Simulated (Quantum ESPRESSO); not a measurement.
# Parameter sweep on HfPRu (P-62m, 9 atoms in the cell)

```
CELL_PARAMETERS angstrom
      6.54089     0.00000     0.00000
     -3.27045     5.66458     0.00000
      0.00000     0.00000     3.85150
ATOMIC_POSITIONS crystal
  Hf 0.00000 0.58351 0.50000
  Hf 0.58351 0.00000 0.50000
  Hf 0.41649 0.41649 0.50000
  P  0.66667 0.33333 0.00000
  P  0.33333 0.66667 0.00000
  P  0.00000 0.00000 0.50000
  Ru 0.24640 0.00000 0.00000
  Ru 0.75360 0.75360 0.00000
  Ru 0.00000 0.24640 0.00000
```

Base run A: Quantum ESPRESSO with PBEsol, GBRV 1.5 ultrasoft (PBESOL) pseudopotentials, self-consistent single point.

Its settings: ecutwfc = 40 Ry; ecutrho = 320 Ry; occupations = smearing; smearing = fermi-dirac; degauss = 0.0073499 Ry; potentials = {Hf: hf_pbesol_v1.uspp.F.UPF, P: p_pbesol_v1.5.uspp.F.UPF, Ru: ru_pbesol_v1.2.uspp.F.UPF}; K_POINTS = automatic 3 3 5 1 1 1; conv_thr = 1e-10 Ry; mixing_beta = 0.7.

The starting cell comes from a database of computed structures (which also holds hypothetical and non-ambient phases and stackings), without a prior relaxation at this level. Its lattice was rescaled by a random factor within 2.5 % of one. Spin polarisation is off; with an odd number of electrons in the cell that forces a metal, and a magnetic state may lie lower. In the base run, with a pressure of about -16 GPa the cell is away from its equilibrium volume at this level.

| run | change | pressure (GPa) | largest force (eV/Å) |
|---|---|---|---|
| A | base | -16.29 | 0.112 |
| B | pseudopotentials: {Hf: hf_pbesol_v1.uspp.F.UPF, P: p_pbesol_v1.5.uspp.F.UPF, Ru: ru_pbesol_v1.2.uspp.F.UPF} → {Hf: hf_pbe_v1.uspp.F.UPF, P: p_pbe_v1.5.uspp.F.UPF, Ru: ru_pbe_v1.2.uspp.F.UPF}; input_dft: default → wc [Wu-Cohen GGA] | -14.92 | 0.082 |
| C | pseudopotentials: {Hf: hf_pbesol_v1.uspp.F.UPF, P: p_pbesol_v1.5.uspp.F.UPF, Ru: ru_pbesol_v1.2.uspp.F.UPF} → {Hf: hf_pbe_v1.uspp.F.UPF, P: p_pbe_v1.5.uspp.F.UPF, Ru: ru_pbe_v1.2.uspp.F.UPF}; input_dft: default → vdw-df [vdW-DF] | -4.20 | 0.114 |
| D | pseudopotentials: {Hf: hf_pbesol_v1.uspp.F.UPF, P: p_pbesol_v1.5.uspp.F.UPF, Ru: ru_pbesol_v1.2.uspp.F.UPF} → {Hf: hf_pbe_v1.uspp.F.UPF, P: p_pbe_v1.5.uspp.F.UPF, Ru: ru_pbe_v1.2.uspp.F.UPF}; input_dft: default → vdw-df2 [vdW-DF2] | 2.19 | 0.193 |
| E | pseudopotentials: {Hf: hf_pbesol_v1.uspp.F.UPF, P: p_pbesol_v1.5.uspp.F.UPF, Ru: ru_pbesol_v1.2.uspp.F.UPF} → {Hf: hf_pbe_v1.uspp.F.UPF, P: p_pbe_v1.5.uspp.F.UPF, Ru: ru_pbe_v1.2.uspp.F.UPF}; input_dft: default → vdw-df-cx [vdW-DF-cx] | -15.53 | 0.082 |
| F | pseudopotentials: {Hf: hf_pbesol_v1.uspp.F.UPF, P: p_pbesol_v1.5.uspp.F.UPF, Ru: ru_pbesol_v1.2.uspp.F.UPF} → {Hf: hf_pbe_v1.uspp.F.UPF, P: p_pbe_v1.5.uspp.F.UPF, Ru: ru_pbe_v1.2.uspp.F.UPF}; input_dft: default → vdw-df-obk8 [optB88-vdW] | -9.86 | 0.071 |
| G | pseudopotentials: {Hf: hf_pbesol_v1.uspp.F.UPF, P: p_pbesol_v1.5.uspp.F.UPF, Ru: ru_pbesol_v1.2.uspp.F.UPF} → {Hf: hf_pbe_v1.uspp.F.UPF, P: p_pbe_v1.5.uspp.F.UPF, Ru: ru_pbe_v1.2.uspp.F.UPF}; input_dft: default → vdw-df-ob86 [optB86b-vdW] | -13.32 | 0.079 |
| H | pseudopotentials: {Hf: hf_pbesol_v1.uspp.F.UPF, P: p_pbesol_v1.5.uspp.F.UPF, Ru: ru_pbesol_v1.2.uspp.F.UPF} → {Hf: hf_pbe_v1.uspp.F.UPF, P: p_pbe_v1.5.uspp.F.UPF, Ru: ru_pbe_v1.2.uspp.F.UPF}; input_dft: default → vdw-df2-b86r [rev-vdW-DF2] | -12.86 | 0.077 |

Run B against A: The pressure goes from -16.29 to -14.92 GPa and the largest force goes from 0.112 to 0.082 eV/Å.

Run H against A: The pressure goes from -16.29 to -12.86 GPa and the largest force goes from 0.112 to 0.077 eV/Å.

Run D against A: The pressure goes from -16.29 to 2.19 GPa and the largest force goes from 0.112 to 0.193 eV/Å.

Left out of this page: 2 runs of the series held back from this collection.
